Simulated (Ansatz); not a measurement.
**A constructed model of the (000-1) surface of wurtzite GaN, from a spin-polarised start, N-terminated, 2x2 Ga adatom at T1 (bottom of the slab: 3 H on 4 bottom sites)**

Calculation: PBE (plane waves to 420 eV, PAW; Ansatz, an electronic-structure program).

Set-up: 44 atoms, 14.8 Å thick at the start with caps and adatoms; mesh 4x4x1; 0.025 eV smearing; dipole correction on; 8 atoms held, the rest relaxed; symmetry of the start imposed; spin-polarised from one start with parallel moments (other orders not tried), ending with about 2.0 μB a cell, a value that depends on the mesh; orders that need a larger cell were not tried, no spin-orbit, no U. The slab shows no gap on its mesh. In PBE it lies 0.34 eV a 1x1 cell over the lowest computed structure of the same composition (2x2 Ga adatom at H3).

```yaml
work_function_of_the_top_face: 5.11 eV
energy_released_by_relaxation: 1.10 eV
cost: around 21 core-minutes (rough)
```
